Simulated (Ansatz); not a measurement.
Functionals compared on OH on the 1x1 (111) surface of fcc Ag, one in a 2x2 cell, started at the site 'hollow Ag-Ag-Ag over Ag at depth 4.7 Å', in Ansatz (plane waves, PAW). The structure was relaxed with PBE; the other rows are single points on it, each with its references at the same level. Cutoff 420 eV (500 eV for r2SCAN).

Slab: 18 atoms, 7.1 Å thick at the start under the adsorbate (thin: gaps and levels are the slab's own); k 6x6x1, smearing 0.1 eV, dipole-corrected; 8 atoms held, the rest relaxed; held to the start's symmetry, so lower structures may exist; spin-polarised, no spin-orbit, no U, no dispersion correction. The starting moment vanished. At the end it is bonded to 3 Ag. In PBE it is, or lies within 0.03 eV of, the lowest of the starts that converged. These notes are the PBE run's. r2SCAN: The program's check for a lower electronic state was not made. Adsorption energies are against H2O(g) − ½ H2(g). A negative adsorption energy means that the adsorbate is more stable on the surface than in its reference.

```csv
functional,adsorption energy (eV),work function of the top face (eV),change of the work function (eV),magnetic moment of the cell (μB),rough cost of the single point
PBE,0.70,3.90,-0.54,0.00,–
RPBE,0.89,3.75,-0.49,0.00,roughly 9 core-minutes
r2SCAN,[?],[?],[?],0.00,roughly 21 core-minutes
```

Problem. Fill in the missing entries.

Solution. 
- r2SCAN, adsorption energy (eV): 0.39
- r2SCAN, work function of the top face (eV): 3.87
- r2SCAN, change of the work function (eV): -0.54

Ansatz is a quantum-chemistry and plane-wave program.
